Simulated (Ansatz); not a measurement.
Consider BaHfO3 in the cubic perovskite structure (space group Pm-3m, No. 221; a = 4.206 Å). Axes: x, y, z lie along the cube axes.

Calculations: PBE (Ansatz, a program for electronic structure; PAW; 420 eV plane waves; spin-orbit coupling left out).

Now apply this change: an isotropic linear strain of +2.40 %, atoms relaxed at fixed cell.

### Question
Predict the stress tensor and what it implies for the stiffness.

### Answer
Stress of the strained cell less that of the base (GPa, compression positive):
```
  -9.43    0.00    0.00
   0.00   -9.43    0.00
   0.00    0.00   -9.43
```

Then B = −ΔP/(ΔV/V₀) with ΔV/V₀ = 0.0737 gives secant stiffness values (nonlinear terms included at this strain): B ≈ 128 GPa.

As a check, the harmonic strain energy −½ V₀ Δσ:ε is 32 meV/atom; the computed energy rise is 34 meV/atom.

No phonon test of stability was made.
